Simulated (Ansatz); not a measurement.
The parent structure is C in the diamond structure (space group Fd-3m, No. 227; a = 3.5716 Å).

Computed with plane-wave PAW DFT at the PBE level (Ansatz, a first-principles code, 420 eV), scalar-relativistic without spin-orbit coupling.

For the base:

| Property | Value |
|---|---|
| Smallest direct gap | 5.58 eV |
| Hole mass | 0.30, 0.30, 0.51 mₑ (at Γ) |

Now apply this change: the cell is scaled by 1.0200 in all directions; the atoms relax in the strained cell.

**Question.** Estimate the effect on the smallest direct gap and hole mass.

**Answer.** The smallest direct gap decreases by 0.16 eV (5.58 eV → 5.42 eV); the hole mass (degenerate bands, along [100]) goes from 0.30, 0.30, 0.51 mₑ (at Γ) to 0.31, 0.31, 0.49 mₑ (at Γ).

Effective masses come from finite differences of ±0.01 Å⁻¹. Whether these cells are dynamically stable was not tested.
